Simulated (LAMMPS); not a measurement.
System: a slab of CdTe (zinc blende) cut on the (110) plane, one half shifted rigidly along [001] and [1-10] of the cubic cell, atoms relaxed along the normal alone.

Model: classical force field (static), pair style bop, file CdTe.bop.table; code LAMMPS.

Question: Give γ (mJ/m²) against shift along [001], in periods of 6.829 Å as the simulation yields it.

Answer: 
```tsv
shift along [001], in periods of 6.829 Å	γ (mJ/m²)
0.000	0.000
0.08333	180
0.1667	569
0.2500	730
0.3333	838
0.4167	949
0.5000	1020
0.5833	949
0.6667	838
0.7500	730
0.8333	569
0.9167	180
1.000	0.000
```

Caution: where the halves part fully, the energy levels off at that of two free surfaces and is no fault energy.
